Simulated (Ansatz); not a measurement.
# VIr (P4/mmm, No. 123, 2 atoms in the cell; start mp-1281)

Calculation: LDA in Ansatz (PAW).

Run with plane-wave cutoff 500 eV, 20×20×16 k mesh (along the axes of the cell as run), Fermi–Dirac smearing 0.1 eV, no spin polarisation, scalar-relativistic PAW data made under PBE.

Cell (relaxed at this level):

```cif
data_IrV
_chemical_formula_sum 'V1 Ir1'
_space_group_name_H-M_alt 'P 1'
_space_group_IT_number 1
_cell_length_a 2.69847
_cell_length_b 2.69847
_cell_length_c 3.62038
_cell_angle_alpha 90.000
_cell_angle_beta 90.000
_cell_angle_gamma 90.000
loop_
_space_group_symop_operation_xyz
  'x, y, z'
loop_
_atom_site_label
_atom_site_type_symbol
_atom_site_fract_x
_atom_site_fract_y
_atom_site_fract_z
_atom_site_occupancy
V1 V 0.50000 0.50000 0.50000 1
Ir1 Ir 0.00000 0.00000 0.00000 1
```

```
Quantity  Value
--------  -----
band gap   none
```

Note: the relaxation could not lower the start's symmetry, so the cell can be a saddle point above a distorted one.

Spin–orbit coupling is not included.

The computed numbers hold no vibrational or temperature effects.

A start named mp-… is a Materials Project structure, which need not be a measured phase.

Ansatz is a first-principles code.
